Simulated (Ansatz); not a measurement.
# Point defect As on the Si site + Si interstitial in silicon

Computed with PBE, PAW (plane waves to 420 eV; Ansatz, a program for electronic structure). Cell: 64 sites, 2×2×2; final energies on a 2×2×2 shifted mesh. Sites at the start: the Si site; void 2.37 Å away. Charged cells carry a point-charge image correction with potential alignment at far atoms. Dielectric constants: PBE linear response of the host. Host gap at this level: 0.61 eV. These values are not converged in cell size to better than tenths of an eV. Levels are measured in PBE's own, too narrow, gap. Spin–orbit coupling is left out. Each state is the lowest found from its start.

Formation energies E_f are given with the Fermi level at the valence-band maximum. Chemical conditions: impurity bounded by its compound with the host (Δμ(As) = -0.13 eV, bounded by SiAs2 (Pbam); only phases computed here count, gases as isolated molecules at 0 K). Reference phases: As: rhombohedral As.

```
charge         moment (μB)  point group  largest move off a lattice site (Å)  image correction with alignment (eV)  E_f, impurity bounded by its compound with the host (eV)
------  ------------------  -----------  -----------------------------------  ------------------------------------  --------------------------------------------------------
+1      not spin-polarised          C3v                                 0.18                                  0.35                                                      3.55
0†                quenched            –                                 0.20                                  0.00                                                      4.24
−1†     not spin-polarised            –                                 0.20                                 -0.16                                                         –
```

† Not settled in this cell, so no level is given: charge 0: a level filled in part, carriers not clearly localised, level within 0.1 eV of a band edge or past it; charge −1: a level filled in part, carriers not clearly localised, level within 0.1 eV of a band edge or past it.

Point groups are those of the whole cell at tolerances of 0.03 and 0.1 Å ("near" where only the looser one holds); none is given for unsettled states.

Starting moments that weren't kept: charge 0 began with 1 μB and ended with 0.0.

Flagged in the runs: a strain field that reaches the edge of the cell.
